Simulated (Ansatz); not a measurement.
Here is the system:

End structure of the (31-41) surface of hcp Ru in its 1x1 cell, outermost plane spacing 0.11 Å in the ideal cut:

```
CELL_PARAMETERS angstrom
      5.08294     0.00000     0.00000
      0.01669     8.38285     0.00000
      0.00000     0.00000    26.50000
ATOMIC_POSITIONS crystal
  Ru 0.67216 0.91355 0.30846
  Ru 0.90051 0.62223 0.31240
  Ru 0.96358 0.16461 0.33031
  Ru 0.17022 0.87302 0.33291
  Ru 0.24753 0.43254 0.35306
  Ru 0.46074 0.14920 0.35649
  Ru 0.54020 0.69328 0.37526
  Ru 0.74715 0.40807 0.37989
  Ru 0.82267 0.96068 0.39969
  Ru 0.03877 0.67126 0.40451
  Ru 0.10736 0.22567 0.42434
  Ru 0.32409 0.93526 0.42841
  Ru 0.39335 0.48618 0.44921
  Ru 0.60706 0.19718 0.45322
  Ru 0.67842 0.75000 0.47352
  Ru 0.89388 0.46027 0.47737
  Ru 0.96520 0.01288 0.49818
  Ru 0.17899 0.72347 0.50182
  Ru 0.25031 0.27609 0.52263
  Ru 0.46577 0.98635 0.52648
  Ru 0.53713 0.53917 0.54678
  Ru 0.75084 0.25017 0.55079
  Ru 0.82011 0.80109 0.57159
  Ru 0.03683 0.51068 0.57566
  Ru 0.10542 0.06509 0.59549
  Ru 0.32153 0.77567 0.60031
  Ru 0.39704 0.32828 0.62011
  Ru 0.60399 0.04307 0.62474
  Ru 0.68345 0.58715 0.64351
  Ru 0.89666 0.30381 0.64694
  Ru 0.97397 0.86333 0.66709
  Ru 0.18061 0.57174 0.66969
  Ru 0.24369 0.11412 0.68760
  Ru 0.47203 0.82280 0.69154
```

Model: 34-atom slab, 10.4 Å thick at the start (thin: gaps and levels are the slab's own), 8x5x1 mesh, Fermi-Dirac 0.1 eV, dipole correction, all atoms relaxed; symmetry of the start imposed; no spin, no spin-orbit, no U.

Problem. Estimate the work function of the top face that PBE in Ansatz (an electronic-structure program) returns for this input.

Solution. 4.52 eV

Problem. Give the surface energy (mean of both faces) at the level PBE.

Solution. 3.25 J/m²
